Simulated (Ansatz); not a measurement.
Density of states of Si3N4 (P6_3/m) below the valence band maximum, PBEsol, rigid bands in Ansatz (a program for electronic structure); cell volume 146.5 Å³.

(energy from edge (eV), 10⁻³ states/eV/cell): (0.006, 178); (0.031, 410); (0.056, 568); (0.081, 716); (0.106, 865); (0.131, 1020); (0.156, 1210); (0.181, 1480); (0.206, 2320); (0.231, 2910); (0.256, 3490); (0.281, 3540); (0.319, 2950); (0.344, 3700); (0.369, 3770); (0.394, 3780); (0.419, 3850); (0.444, 3910); (0.469, 3980); (0.494, 3730); (0.519, 3640); (0.544, 3600); (0.569, 3560); (0.594, 3510)

### Question
What effective density of states at 300 K does this give (∫ g(E) exp(−E/k_BT) dE, both spins, divided by the cell's size)?

### Answer
6.0e19 cm⁻³, a density-of-states mass of 1.80 mₑ, valleys and band degeneracy included.

Spin-orbit coupling is left out; where it splits the top of the valence band, N_v and the p-type Seebeck coefficient come out somewhat high without it. Geometry: cell and atoms relaxed with PBEsol.
